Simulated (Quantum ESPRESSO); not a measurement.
**Variants of one calculation on ZrNi (Cmcm, 4 atoms in the cell)**

```xyz
4
Lattice="1.6313 5.0211 0.0000 -1.6313 5.0211 0.0000 0.0000 0.0000 4.0372" Properties=species:S:1:pos:R:3 pbc="T T T"
Zr    -1.6313    -1.3841    -1.0093
Zr    -1.6313     1.3841    -3.0279
Ni    -1.6313    -4.1859    -1.0093
Ni    -1.6313     4.1859    -3.0279
```

Base run A: LDA (PZ), GBRV 1.5 ultrasoft (LDA) pseudopotentials (Quantum ESPRESSO 7.5), self-consistent single point.

Its settings: ecutwfc = 50 Ry; ecutrho = 400 Ry; occupations = smearing; smearing = gaussian; degauss = 0.019992 Ry; potentials = {Zr: zr_lda_v1.uspp.F.UPF, Ni: ni_lda_v1.4.uspp.F.UPF}; K_POINTS = automatic 7 7 5 0 0 0; conv_thr = 1e-10 Ry; mixing_beta = 0.7.

The starting cell comes from a database of computed structures (which also holds hypothetical and non-ambient phases and stackings), without a prior relaxation at this level. Spin polarisation is off. In the base run, with a pressure of about -8 GPa the cell is away from its equilibrium volume at this level.

ΔF is the free energy per atom less that of run A. 

| run | change | ΔF (meV/atom) | pressure (GPa) | largest force (eV/Å) | k-points |
|---|---|---|---|---|---|
| A | base | 0.00 | -7.50 | 0.116 | 48 |
| B | K_POINTS: automatic 7 7 5 0 0 0 → automatic 6 6 5 1 1 1 | -2.7 | -7.53 | 0.124 | 36 |
| C | K_POINTS: automatic 7 7 5 0 0 0 → automatic 6 6 5 0 0 0 | -1.86 | -7.49 | 0.126 | 39 |
| D | smearing: gaussian → marzari-vanderbilt; degauss: 0.019992 Ry → 0.0147 Ry | 13.4 | -7.68 | 0.074 | 48 |
| E | ecutrho: 400 Ry → 250 Ry | 0.06 | -7.50 | 0.116 | 48 |
| F | nbnd: default → 46 | 0.00 | -7.51 | 0.116 | 48 |
| G | conv_thr: 1e-10 Ry → 7.3e-07 Ry | 0.00 | -7.21 | 0.110 | 48 |
| H | occupations: smearing → tetrahedra; smearing: gaussian → default; degauss: 0.019992 Ry → default | 12.7 | -7.63 | 0.088 | 48 |

Run B against A: The free energy falls by 2.7 meV/atom, the pressure stays near -7.53 GPa while the xx stress (positive for compression) goes from -6.69 to -6.22 GPa and the largest force goes from 0.116 to 0.124 eV/Å.

Run G against A: The free energy stays essentially unchanged (within 1 meV/atom), the pressure goes from -7.50 to -7.21 GPa and the largest force goes from 0.116 to 0.110 eV/Å.
